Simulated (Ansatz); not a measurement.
# SrMoO₄ (I4₁/a, No. 88, 12 atoms in the cell; start mp-1179149)

Method: r²SCAN (plane waves, PAW; Ansatz, a first-principles code).

Numerical settings: plane-wave cutoff 500 eV, 8×8×10 k mesh (along the axes of the cell as run), Fermi–Dirac smearing 0.05 eV, no spin polarisation, scalar-relativistic PAW data made under PBE.

Cell (relaxed at this level):

```cif
data_Mo4O16Sr4
_chemical_formula_sum 'Sr4 Mo4 O16'
_space_group_name_H-M_alt 'I41/a :1'
_space_group_IT_number 88
_space_group_name_Hall 'I 4bw -1bw'
_cell_length_a 5.41096
_cell_length_b 5.41096
_cell_length_c 11.98259
_cell_angle_alpha 90.000
_cell_angle_beta 90.000
_cell_angle_gamma 90.000
loop_
_space_group_symop_operation_xyz
  'x, y, z'
  '-y, x+1/2, z+1/4'
  '-x+1/2, -y+1/2, z+1/2'
  'y+1/2, -x, z+3/4'
  '-x, -y+1/2, -z+1/4'
  'y, -x, -z'
  'x+1/2, y, -z+3/4'
  '-y+1/2, x+1/2, -z+1/2'
  'x+1/2, y+1/2, z+1/2'
  '-y+1/2, x, z+3/4'
  '-x, -y, z'
  'y, -x+1/2, z+1/4'
  '-x+1/2, -y, -z+3/4'
  'y+1/2, -x+1/2, -z+1/2'
  'x, y+1/2, -z+1/4'
  '-y, x, -z'
loop_
_atom_site_label
_atom_site_type_symbol
_atom_site_symmetry_multiplicity
_atom_site_Wyckoff_symbol
_atom_site_fract_x
_atom_site_fract_y
_atom_site_fract_z
_atom_site_occupancy
Sr1 Sr 4 b 0.00000 0.00000 0.50000 1
Mo1 Mo 4 a 0.00000 0.00000 0.00000 1
O1 O 16 f 0.23628 0.36206 0.16845 1
```
(The calculation used a cell of 12 atoms; values per cell refer to that cell.)

- band gap: 4.16 eV (on the SCF k mesh)

Note: the relaxation could not lower the start's symmetry, so the cell can be a saddle point above a distorted one.

Spin–orbit coupling is not included.

Computed values are for the static lattice.

A start named mp-… is a Materials Project structure, which need not be a measured phase.
